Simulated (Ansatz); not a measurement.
Amorphous Ge28Se28Sb3

Preparation: random packing, a CHGNet melt and quench, and a DFT relaxation. The hot cell started wider than the set density and was brought back towards it in steps. It is the lowest in DFT energy of 3 quenches. It is a model cell: composition and starting density were chosen by hand, and all elements were melted together. The geometry includes D3(BJ) dispersion.

The numbers are results of PBE-D3(BJ), scalar-relativistic without spin-orbit coupling, PAW (Ansatz default set, large-core Se) (plane waves to 420 eV; Ansatz, a first-principles code), not measurements. Geometry, pressure, stress and energy are those of the PBE run. Its sampling: a 2×2×2 Γ-centred mesh; Fermi-Dirac width 0.05 eV; collinear spin, started from a total moment of 1 μB (the moments died out). The levels at the Fermi energy are partly filled. A closed spacing in one fast-quenched cell at PBE doesn't show the material to be a metal.

```yaml
number_of_atoms_in_the_cell: 59
Density (volume relaxed, with D3(BJ)): 5.31 g/cm³
volume_per_atom: 24.41 Å^3
Pressure on a 2×2×2 Γ-centred mesh: 0.25 GPa
Largest force and stress component on that mesh (the relaxation ran on one k-point at (1/4, 1/4, 1/4)): 0.17 eV/Å and 0.3 GPa
Energy relative to GeSe (Pnma) + rhombohedral Sb (lowest mix at this level among the phases computed, not always the ambient ones): 15.7 kJ/mol of atoms
Gap on a 2×2×2 Γ-centred mesh (PBE): within the smearing (under twice its width)
net_moment: 0.00 μB
```

Neighbours within Ge-Ge 2.85 Å, Ge-Se 2.92 Å, Ge-Sb 3.11 Å, Se-Se 2.76 Å, Se-Sb 3.11 Å, Sb-Sb 3.34 Å count as bonded.

| Quantity | Result |
|---|---|
| Mean coordination of Ge | 3.57 (1 with 2, 14 with 3, 9 with 4, 4 with 5) |
| Mean coordination of Se | 3.07 (4 with 2, 18 with 3, 6 with 4) |
| Mean coordination of Sb | 4.67 (1 with 4, 2 with 5) |
| Mean Ge-Se bond | 2.623 Å (spread 0.098 Å, 74 counted) |
| Mean Ge-Ge bond | 2.655 Å (spread 0.073 Å, 12 counted) |

Its density started from a set value of 5.05 g/cm³. The quench (nominally 89 K/ps over its main leg) was far faster than any real one, so the model tends to hold more defects than a real film. A cell of this size samples the disorder only roughly. Volume and shape were free in the relaxation. On a 2×2×2 Γ-centred mesh force components of up to 0.17 eV/Å stay, since the relaxation ran on one k-point at (1/4, 1/4, 1/4).
